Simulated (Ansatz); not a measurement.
**Fe2O3 under a change: S on a O site, symmetric start**

Base system: a 20-atom supercell of Fe$_{2}$O$_{3}$ in the corundum structure (space group R-3c, No. 167; a = 4.698 Å, c = 13.190 Å (hexagonal axes); ferromagnetic) at its relaxed geometry.

Now apply this change: a neutral S on a O site, symmetric start, atoms relaxed at fixed cell.

The values are results of PBEsol, PAW, 420 eV (Ansatz, a first-principles code; without spin-orbit coupling), not measurements. Settings: 7×5×7 k-points, 0.05 eV Fermi–Dirac smearing.

The pressure goes from zero to 15.4 GPa and the total moment of the cell stays 8.0 μB. The energy gained by relaxation comes out as 0.82 eV and the largest displacement of a host atom from its site in the perfect cell is 0.16 Å.

Cost of the whole job for the changed cell (relaxation, final SCF and bands): around 50 core-minutes (rough).

In so small a cell the defect repeats every few ångströms: this is an ordered compound, not a dilute defect. The defect started on the symmetric site and kept its symmetry, so it may sit on a saddle. No Hubbard U is applied and the magnetic state is the run's own (Fe8SO11 magnetic; Fe2O3 ferromagnetic); other magnetic orders, which need larger cells, were not tried and can change the gap. In its common phase, real Fe2O3 is an antiferromagnetic insulator at low temperature. The defect cell is spin-polarised and ends with 8.0 μB.
